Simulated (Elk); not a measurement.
Worked example: self-consistent single point of Yb (Fm-3m, 1 atom in the cell) in Elk.

Method: PBE, all-electron FP-LAPW, Elk's shipped species files, APW+lo basis with extra local orbitals (Elk 10.2.4).

```
CELL_PARAMETERS angstrom
      0.00000     2.72463     2.72463
      2.72463     0.00000     2.72463
      2.72463     2.72463     0.00000
ATOMIC_POSITIONS crystal
  Yb 0.00000 0.00000 0.00000
```

Reference input (self-consistent single point, DFT, PBE, all-electron FP-LAPW, Elk's shipped species files, APW+lo basis with extra local orbitals): xctype = 20; rgkmax = 8; swidth = 0.00367493 Ha; ngridk = 10 10 10; gmaxvr = 14 1/bohr; nxlo = 2; lorbcnd = true; lmaxi = 2; maxscl = 100. This run's input differs from it in these lines:

```diff
@@ -42,3 +42,3 @@
 ngridk
-  10 10 10
+  5 5 5
```

Log, with long lists cut:

```
│ Self-consistent loop started │
│ Loop number : 1 │
 total energy                :     -13905.1770906
│ Loop number : 2 │
 total energy                :     -13945.5542440
RMS change in Kohn-Sham potential (target) :    1.800198469     (  0.1000000000E-05)
Absolute change in total energy (target)   :    40.37715338     (  0.1000000000E-03)
│ Loop number : 3 │
 total energy                :     -14072.8554540
RMS change in Kohn-Sham potential (target) :   0.1005876706     (  0.1000000000E-05)
Absolute change in total energy (target)   :    137.3954983     (  0.1000000000E-03)
│ Loop number : 4 │
   [... lines left out ...]
Absolute change in total energy (target)   :   0.7345094964E-03 (  0.1000000000E-03)
│ Loop number : 17 │
 total energy                :     -14076.0394305
RMS change in Kohn-Sham potential (target) :   0.1292792833E-05 (  0.1000000000E-05)
Absolute change in total energy (target)   :   0.4544328840E-04 (  0.1000000000E-03)
│ Loop number : 18 │
 total energy                :     -14076.0395258
RMS change in Kohn-Sham potential (target) :   0.1979877667E-06 (  0.1000000000E-05)
Absolute change in total energy (target)   :   0.8395081568E-04 (  0.1000000000E-03)
Convergence targets achieved

│ Loop number : 19 │

Energies :
 Fermi                       :     0.149728066380
 total energy                :     -14076.0395152

Density of states at Fermi energy :    50.88683904
 (states/Hartree/unit cell)

Estimated indirect band gap :   0.1781906512E-01
 from k-point      9 to k-point      6
Estimated direct band gap   :   0.2127614469E-01
 at k-point      6

Charges :
 core                        :    46.00000000
 valence                     :    24.00000000
 interstitial                :    1.814734674
 muffin-tins (core leakage)
  species :    1 (Yb)
   atom    1                 :    68.18526533     (  0.1118649834E-05)
 total in muffin-tins        :    68.18526533
 total calculated charge     :    69.99703410
 total charge                :    70.00000000
 error                       :   0.2965901914E-02

│ Self-consistent loop stopped │
```

The run converged in 19 iterations. The count includes the last loop, which Elk runs after its targets are met. Against the reference run the free energy drops by 19.4 meV/atom.

The starting cell comes from a database of computed structures (which also holds hypothetical and non-ambient phases and stackings), without a prior relaxation at this level. Spin-orbit coupling is off. Spin polarisation is off. Values depend on the basis (sphere radii, cutoffs, local orbitals), which need not be converged. The log's line on a gap gives a spacing of levels on this mesh, which the program prints for metals too.
